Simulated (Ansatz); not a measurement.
MgS (Fm-3m) under hydrostatic pressure: electron conductivity mass by PBEsol, rigid bands (plane waves, PAW, scalar-relativistic; Ansatz, a program for electronic structure). The unloaded cell, whose axes the loads refer to:

```xyz
2
Lattice="0.0000 2.5909 2.5909 2.5909 0.0000 2.5909 2.5909 2.5909 0.0000" Properties=species:S:1:pos:R:3 pbc="T T T"
Mg     0.0000     0.0000     0.0000
S      2.5909     2.5909     2.5909
```

```csv
hydrostatic pressure (GPa),volume per atom (Å³),electron conductivity mass (mₑ)
-2,17.87,0.352
0,17.39,0.353
5,16.43,0.357
15,15.07,?
```

Problem. Fit a straight line to ln(electron conductivity mass) against the load over the rows given, and predict the row at 15 GPa.

Solution. The means are x̄ = 1.000 GPa and ȳ = -1.0385; Σ(x − x̄)(y − ȳ) = 0.05358 and Σ(x − x̄)² = 26.00, so the slope is 0.206 % per GPa, and the rows given lie within 0.075 % of the line. At 15 GPa the line gives 0.364 mₑ; the calculation gives 0.368 mₑ, 0.99 % from it.

Masses are for dilute carriers at 300 K, harmonic means over directions unless an axis is named. Spin-orbit coupling is left out. Stresses and pressures are the targets of the relaxation. The structure type is held at every load. Geometry: cell and atoms relaxed with PBEsol.
